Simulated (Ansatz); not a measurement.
Effect of biaxial strain +2.08 %, plane normal [111], relaxed out of plane on Ir

The parent structure is Ir in the fcc (Cu type) structure (space group Fm-3m, No. 225; a = 3.8311 Å; relaxed with 0.1 eV smearing). Axes: x, y, z lie along the cube axes.

The change: biaxial strain +2.08 %, plane normal [111], relaxed out of plane (Cartesian); in-plane vectors clamped, the third vector and the atoms free.

Computed with PBEsol in Ansatz (plane waves to 420 eV, PAW, spin-orbit coupling left out). k-mesh 29×29×29 (Γ-centred); smearing 0.1 eV (Fermi–Dirac).

```csv
quantity,base,changed,shift
volume per atom,14.06 Å³,14.49 Å³,+0.437 Å³
space group,Fm-3m (No. 225),R-3m (No. 166),–
shortest interatomic distance,2.709 Å,2.709 Å,0.000 Å
energy relative to the base (free energy F),0 meV/atom,+30 meV/atom,+30 meV/atom
"pressure (mean of the normal stresses, compression positive)",0.0 GPa,-10.4 GPa,-10.4 GPa
band gap,zero,zero,–
out-of-plane strain,–,-1.05 %,–
ratio −ε⊥/ε∥,–,0.51,–
mean in-plane stress (compression positive),–,-15.6 GPa,–
```

Final structure (turned so that z lies along the plane normal):

```yaml
crystal:
  lattice:
    - [2.76534, 0.00000, 0.00000]
    - [1.38267, 2.39486, 0.00000]
    - [1.38267, -0.79829, 2.18863]
  atoms:
    - { symbol: Ir, position: [0.00000, 0.00000, 0.00000] }
```

Stability against distortions was not tested. The final runs are not spin-polarised.

Ansatz is a program for electronic structure.
